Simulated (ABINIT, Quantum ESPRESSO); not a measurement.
An ABINIT input for a self-consistent single point of SiRu (P2_13, 8 atoms in the cell) (DFT, PBE, plane waves, norm-conserving pseudopotentials (PseudoDojo nc-sr-05 PBE standard)):

```
# SiRu, PseudoDojo nc-sr-05 PBE standard
pp_dirpath "./"
pseudos "Si.upf, Ru.upf"
acell 8.8865561538 8.8865561538 8.8865561538
rprim
         1.0000000000    0.0000000000    0.0000000000
         0.0000000000    1.0000000000    0.0000000000
         0.0000000000    0.0000000000    1.0000000000
natom 8
ntypat 2
znucl 14 44
typat 1 1 1 1 2 2 2 2
xcart
         1.4433544505    2.9999236264    5.8866325274
         2.9999236264    5.8866325274    1.4433544505
         5.8866325274    1.4433544505    2.9999236264
         7.4432017033    7.4432017033    7.4432017033
         7.7365469219    5.5932873088    3.2932688450
         5.5932873088    3.2932688450    7.7365469219
         3.2932688450    7.7365469219    5.5932873088
         1.1500092319    1.1500092319    1.1500092319
ecut 1143 eV
occopt 3
tsmear 0.02 eV
nband 51
kptopt 1
ngkpt 6 6 6
nshiftk 1
shiftk 0 0 0
nstep 100
toldfe 1.0e-09
prtwf 0
prtden 0
prtvol 1
```

Give the Quantum ESPRESSO input for the same structure, mesh, smearing and functional.

This is the input that was run; spellings and numerical settings could be chosen otherwise.

```fortran
&CONTROL
   calculation = 'scf'
   outdir = './tmp'
   pseudo_dir = './'
   tprnfor = .true.
   tstress = .true.
/
&SYSTEM
   ibrav = 0
   nat = 8
   ntyp = 2
   ecutwfc = 40
   ecutrho = 320
   occupations = 'smearing'
   smearing = 'fd'
   degauss = 0.00147
/
&ELECTRONS
   conv_thr = 1.0d-10
   mixing_beta = 0.3
/
ATOMIC_SPECIES
Si    28.0850  si_pbe_v1.uspp.F.UPF
Ru   101.0700  ru_pbe_v1.2.uspp.F.UPF
ATOMIC_POSITIONS {crystal}
Si    0.1624200000    0.3375800000    0.6624200000
Si    0.3375800000    0.6624200000    0.1624200000
Si    0.6624200000    0.1624200000    0.3375800000
Si    0.8375800000    0.8375800000    0.8375800000
Ru    0.8705900000    0.6294100000    0.3705900000
Ru    0.6294100000    0.3705900000    0.8705900000
Ru    0.3705900000    0.8705900000    0.6294100000
Ru    0.1294100000    0.1294100000    0.1294100000
K_POINTS {automatic}
6 6 6  0 0 0
CELL_PARAMETERS {angstrom}
   4.7025630000     0.0000000000     0.0000000000
   0.0000000000     4.7025630000     0.0000000000
   0.0000000000     0.0000000000     4.7025630000
```

Basis settings and potentials, where a program has them, do not carry over. This input uses DFT, PBE, plane waves, GBRV 1.5 ultrasoft (PBE) pseudopotentials.

The starting cell comes from a database of computed structures (which also holds hypothetical and non-ambient phases and stackings), without a prior relaxation at this level. Its lattice was rescaled by a random factor within 2.5 % of one. For this run, on top of that: lattice scaled by 0.98.
